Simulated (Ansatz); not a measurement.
Base system: ZnCu$_{2}$SnS$_{4}$ (space group I-4, No. 82; a = 5.468 Å, c = 10.935 Å). Axes: x, y, z lie along a, b, c of the conventional cell.

Structures relaxed with PBE (Ansatz, a first-principles code, PAW, spin-orbit coupling left out).

Base:

Simulated powder pattern, Mo Kα, λ = 0.71073 Å (kinematic, ideal powder, no thermal factors, no anomalous dispersion; the 8 strongest lines at most, above 2 %, up to 2θ = 40°):

```tsv
2θ (°)	I/Imax (%)	hkl
12.93	100	(112)
14.94	16	(200)
21.18	65	(204)
24.90	48	(116)
30.14	11	(008)
32.91	19	(316)
37.13	21	(228)
39.47	13	(1 1 10)
```

Now apply this change: biaxial strain +3.00 %, plane normal [001], relaxed out of plane (Cartesian); in-plane vectors clamped, the third vector and the atoms free.

After the change:

Simulated powder pattern, Mo Kα, λ = 0.71073 Å (kinematic, ideal powder, no thermal factors, no anomalous dispersion; the 8 strongest lines at most, above 2 %, up to 2θ = 40°):

```csv
2θ (°),d (Å),I/Imax (%),hkl
12.84,3.177,100,(112)
14.50,2.816,11,(200)
20.56,1.991,23,(220)
21.29,1.924,42,(204)
24.32,1.687,34,(132)
25.56,1.607,15,(116)
33.02,1.250,13,(316)
36.45,1.136,15,(244)
```

The indices refer to the base's conventional cell; one index is shown for lines that coincide.

Whether these cells are dynamically stable was not tested. The final runs are not spin-polarised.
